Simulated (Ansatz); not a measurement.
TiO2, response to strain

Consider TiO$_{2}$ in the anatase structure (space group I4_1/amd, No. 141; a = 3.7698 Å, c = 9.5517 Å). Axes: x, y, z lie along a, b, c of the conventional cell.

Strains are applied to the cell and any free atomic positions relax.

Calculations: Ansatz (a quantum-chemistry and plane-wave program), PBEsol, PAW, cutoff 420 eV, without spin-orbit coupling.

Notes on the quantities. pressure: mean of the normal stresses, compression positive; energy relative to the base: free energy F.

```tsv
case	band gap	pressure	energy relative to the base	gap character
base	2.11 eV	0.00 GPa	0 meV/atom	–
uniaxial strain ε_xx = −3.00 %	2.21 eV	7.46 GPa	+12 meV/atom	indirect, Γ–T (88 % along) → Γ
uniaxial strain ε_xx = −2.40 %	2.19 eV	5.84 GPa	+7.7 meV/atom	indirect, Γ–T (88 % along) → Γ
uniaxial strain ε_xx = −1.80 %	2.16 eV	4.27 GPa	+4.3 meV/atom	indirect, Γ–T (87 % along) → Γ
uniaxial strain ε_xx = −1.20 %	2.15 eV	2.78 GPa	+1.9 meV/atom	indirect, k = (0, 0, 0.417) in the run's primitive reciprocal basis → Γ
uniaxial strain ε_xx = −0.60 %	2.12 eV	1.36 GPa	+0.5 meV/atom	indirect, Γ–T (87 % along) → Γ
```

Stability against distortions was not tested. The final runs are not spin-polarised. k-point labels follow each cell's own Brillouin zone.
